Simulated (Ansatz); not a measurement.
The structure below was relaxed with r2SCAN, PAW, 500 eV (Ansatz, a first-principles code; scalar-relativistic without spin-orbit coupling), at pressure 4.5 GPa.

Space group Fm-3m (No. 225); a = 5.1154 Å, b = 5.1154 Å, c = 5.1154 Å, α = 90.00°, β = 90.00°, γ = 90.00°

```csv
atom,site,symmetry,x,y,z
Mg,4a,m-3m,0.0000,0.0000,0.0000
S,4b,m-3m,0.5000,0.5000,0.5000
```

### Question
Write out a cell with all atoms.

### Answer
```xyz
8
Lattice="5.1154 0.0000 0.0000 0.0000 5.1154 0.0000 0.0000 0.0000 5.1154" Properties=species:S:1:pos:R:3 pbc="T T T"
Mg     0.0000     0.0000     0.0000
S      2.5577     0.0000     0.0000
Mg     0.0000     2.5577     2.5577
S      2.5577     2.5577     2.5577
Mg     2.5577     0.0000     2.5577
S      0.0000     0.0000     2.5577
Mg     2.5577     2.5577     0.0000
S      0.0000     2.5577     0.0000
```
This is the conventional cell.

Load acts through the strain it causes; cell and atoms are relaxed under it. Whether these cells are dynamically stable was not tested. The cell was made from MgS in the rock salt structure (space group Fm-3m, No. 225) by this change: pressure 4.5 GPa.
